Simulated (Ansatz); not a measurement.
## How a calculation on PbCClO2 (P1, 10 atoms in the cell) responds to its settings

```
CELL_PARAMETERS angstrom
      2.97055    -2.93570     0.00000
      2.97055     2.93570     0.00000
     -0.85911     0.00000     9.38195
ATOMIC_POSITIONS crystal
  C  0.35848 0.63729 0.50180
  C  0.63279 0.36619 0.49603
  Cl 0.27060 0.27578 0.11686
  Cl 0.72677 0.72332 0.88290
  O  0.32536 0.78767 0.38724
  O  0.21795 0.67278 0.61202
  O  0.67399 0.21156 0.61174
  O  0.78656 0.32592 0.38887
  Pb 0.77287 0.77275 0.22360
  Pb 0.23463 0.22674 0.77895
```

Base run A: PBEsol, default PAW files made with PBE (Ansatz, an electronic-structure program), self-consistent single point.

Its settings: basis.ecutwfc = 420 eV; kpoints.mp_grid.grid = 6 6 3; hamiltonian.xc = pbesol; hamiltonian.pseudopotentials = {kind: paw} (the program's default PAW files); scf.occupations.method = fermi_dirac; scf.occupations.width = 0.05 eV.

The starting cell comes from a database of published, mostly measured structures (it also holds non-ambient and calculated ones), without a prior relaxation at this level. Its atoms were displaced at random from the sites of space group no. 12. Spin-orbit coupling is off. In the base run, forces exceed 1 eV/Å. Ansatz's pressure includes its estimate of the finite-basis (Pulay) stress.

ΔF is the free energy per atom less that of run A. 

```csv
run,change,ΔF (meV/atom),pressure (GPa),largest force (eV/Å),gap on the mesh (eV),iterations
A,base,0.00,-1.11,3.231,2.803,9
B,scf.algorithm: default → direct_min,0.00,-1.11,3.231,2.803,7
C,scf.eigensolver.kind: default (the program chose band_cg) → davidson,0.00,-1.11,3.231,2.803,9
D,basis.precision: default → f64,0.00,-1.11,3.231,2.803,9
E,scf.self_checks: default → high,0.00,-1.11,3.231,2.803,9
```

Runs B, C, D, E reached the same state as A (within 1 meV/atom).

Keys are those of Ansatz 0.2.
